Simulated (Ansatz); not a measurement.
An Ansatz (an electronic-structure program) input (DFT with PBEsol, PAW potentials and a 420 eV plane-wave cutoff in Ansatz, no spin-orbit coupling):

Ansatz 0.2 input:
```yaml
crystal:
  lattice:
    - [0, 2.8777178558, 2.8777178558]
    - [2.8777178558, 0, 2.8777178558]
    - [2.8777178558, 2.8777178558, 0]
  atoms:
    - { symbol: W, position: [0.25, 0.25, 0.25] }
    - { symbol: W, position: [0, 0, 0] }
basis: { ecutwfc: 420, ecutrho_ratio: 4, xc_grid: 2, fft_grid_basis: typed }
kpoints: { mp_grid: { grid: [14, 14, 14] } }
hamiltonian:
  xc: pbesol
  dispersion: none
  pseudopotentials: { kind: paw }
scf: { occupations: { method: fermi_dirac, width: 0.05 }, convergence: { dr2_threshold: 0.0000000002 } }
output: { forces: true, stress: true }
```

Problem. Which symmetry and how many k-points will the program report, and about how many plane waves at Γ?

Solution. Space group Fd-3m (ITA 227) with 48 operations, k-points 104 of 2744, and 941 plane waves at Γ.

No phonon test of stability was made. All final runs are without spin polarisation. The cell is W in the diamond structure (space group Fd-3m, No. 227; a hypothetical phase, not in the database extracts checked).
